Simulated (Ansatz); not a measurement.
The reference is GaN in the zinc blende structure (space group F-43m, No. 216; a = 4.549 Å).

(Cell as relaxed with PBE.)

Levels (all Ansatz, an electronic-structure program, PAW): PBE (420 eV, without spin-orbit coupling); r2SCAN (500 eV, spin-orbit coupling left out).

Each level relaxes its own structure.

```csv
base,PBE,r2SCAN
volume per atom,11.76 Å³,11.37 Å³
lattice parameter a,4.549 Å,4.498 Å
band gap,1.54 eV,2.17 eV
```

Perturbation: a negative pressure, −1 GPa.

```csv
quantity,PBE,r2SCAN
electron mass,0.14 mₑ (at Γ),[?]
"hole mass (degenerate bands, along [100])","0.14, 0.90, 0.90 mₑ (at Γ)",[?]
shortest interatomic distance,1.973 Å,[?]
```

Problem. Given the PBE results, estimate those of r2SCAN.

Solution. 
- electron mass, r2SCAN: 0.17 mₑ (at Γ)
- hole mass (degenerate bands, along [100]), r2SCAN: 0.18, 0.86, 0.86 mₑ (at Γ)
- shortest interatomic distance, r2SCAN: 1.951 Å

PBE's shortest interatomic distance lies 0.022 Å above r2SCAN's (1.2 %). Neither level is exact; r2SCAN is the comparison here, not a measurement.

Load acts through the strain it causes; cell and atoms are relaxed under it. Masses are band curvatures over ±0.01 Å⁻¹ around the edge. Whether these cells are dynamically stable was not tested. This is not the structure that GaN has at room temperature and ambient pressure.
